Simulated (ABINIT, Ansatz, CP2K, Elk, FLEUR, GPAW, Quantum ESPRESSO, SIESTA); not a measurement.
# AlN (F-43m, 2 atoms in the cell) computed with different codes at matched settings

Self-consistent single point, at a second geometry (lattice scaled by 0.98). First geometry:

```
CELL_PARAMETERS angstrom
      0.00000     2.19382     2.19382
      2.19382     0.00000     2.19382
      2.19382     2.19382     0.00000
ATOMIC_POSITIONS crystal
  Al 0.00000 0.00000 0.00000
  N  0.75000 0.75000 0.75000
```

Shared settings, as Ansatz (a first-principles code) writes them: kpoints.mp_grid.grid = 9 9 9; scf.occupations.method = fermi_dirac; scf.occupations.width = 0.0037 Ry. Potentials and cutoffs stand in the table.

```csv
code,model,ΔF from the first geometry (meV/atom),pressure (GPa),gap on the mesh (eV),cutoff
GPAW,"PBE, GPAW PAW datasets PBE (gpaw-data 1.0.1)",39.8,–,3.523,950 eV
Elk,"PBE, all-electron FP-LAPW, Elk's shipped species files, default APW+lo basis",34.9,–,3.504,rgkmax 7
Ansatz,"PBE, default PAW files",33.3,15.25,3.542,30.9 Ry
CP2K,"PBE, GPW, DZVP-MOLOPT-SR-GTH basis, GTH-PBE potentials (GTH_POTENTIALS)",30.6,14.81,3.543,grid 400 Ry
SIESTA,"GGA PBE, numerical atomic orbitals DZP, PseudoDojo PBE standard norm-conserving potentials (rewritten from UPF to PSML)",40.1,17.66,3.519,grid 350 Ry
Quantum ESPRESSO,"PBE, PseudoDojo standard norm-conserving (PBE) pseudopotentials",31.9,15.35,3.541,85 Ry
FLEUR,"PBE, all-electron FLAPW (FLEUR), scalar-relativistic valence",36.4,–,3.550,Kmax 4.5 1/bohr
ABINIT,"PBE, PAW (JTH v2.0 PBE PAW)",35.6,16.40,3.513,26 Ha
```

For Ansatz (by 0.5 GPa) the energy change implies a higher mean pressure, against the two pressures, than for the other programs: a sign of finite-basis (Pulay) stress.

A dash marks a value that a program does not give, or that is left out as unsure.

Gaps are read on the mesh.

The spread over the programs that give each value: ΔF from the first geometry within 9.5 meV/atom; pressure within 2.85 GPa; gap on the mesh within 0.046 eV.

CP2K and SIESTA use small atom-centred bases, whose incompleteness enters pressures, forces and empty levels differently from a plane-wave cutoff. Elk and FLEUR treat all electrons, but the usual bases taken here (sphere radii, linearisation, local orbitals, empty states) were not tested for convergence, so the values are no reference for the others. Ansatz's pressure is given at a fixed set of plane waves, as the other plane-wave codes print theirs; with its correction for the finite basis it is 15.76 GPa (the shift of 0.51 GPa shows how far the cutoff is from converged). The pressure of GPAW is left out: its cutoff lies under the one at which its stress was checked. In the pressure, SIESTA (by 2.31) and ABINIT (by 1.05) lie more than 1 GPa from the median of the plane-wave programs.

The starting cell comes from a database of computed structures (which also holds hypothetical and non-ambient phases and stackings), without a prior relaxation at this level. Its lattice was rescaled by a random factor within 2.5 % of one. For this run, on top of that: lattice scaled by 0.98.

Keys are those of Ansatz 0.2.
